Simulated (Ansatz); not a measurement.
Bond-angle distributions (per cent of the angles at each element, bins of 10°) of a relaxed model of amorphous C$_{48}$B$_{12}$ at 2.10 g/cm³. These are PBE, scalar-relativistic without spin-orbit coupling (plane waves to 420 eV, PAW; Ansatz, a first-principles code) values and carry that method's errors.

The cell was made by melting and quenching with the CHGNet potential and then relaxed with DFT. The hot cell started wider than the set density and was brought back towards it in steps. It is the lowest in DFT energy of 2 quenches. It is a model cell: composition and starting density were chosen by hand, and all elements were melted together. No dispersion term was used. Its density started from a set value of 2.10 and ended at 2.10 g/cm³. The quench (nominally 990 K/ps over its main leg) was far faster than any real one, so the model tends to hold more defects than a real film. Values belong to this one cell and scatter from quench to quench. The volume was held where the preparation left it, at a PBE pressure of 2.3 GPa. Stress components on the final sampling reach 3.8 GPa. On a 2×2×2 Γ-centred mesh force components of up to 0.34 eV/Å stay, since the relaxation ran on one k-point at (1/4, 1/4, 1/4).

Bonds are counted up to C-C 1.74 Å, C-B 1.86 Å, B-B 2.02 Å.

| angle (°) | at C | at B |
|---|---|---|
| 50-60 | 1 | 0 |
| 60-70 | 1 | 0 |
| 70-80 | 0 | 0 |
| 80-90 | 2 | 0 |
| 90-100 | 7 | 13 |
| 100-110 | 22 | 10 |
| 110-120 | 27 | 31 |
| 120-130 | 25 | 28 |
| 130-140 | 10 | 13 |
| 140-150 | 5 | 5 |
| 150-160 | 1 | 0 |
| 160-170 | 0 | 0 |
| 170-180 | 0 | 0 |

They go with these counts of neighbours within the cut-offs, cation contacts included: C mean 3.1, most often 3; B mean 3.1, most often 3.
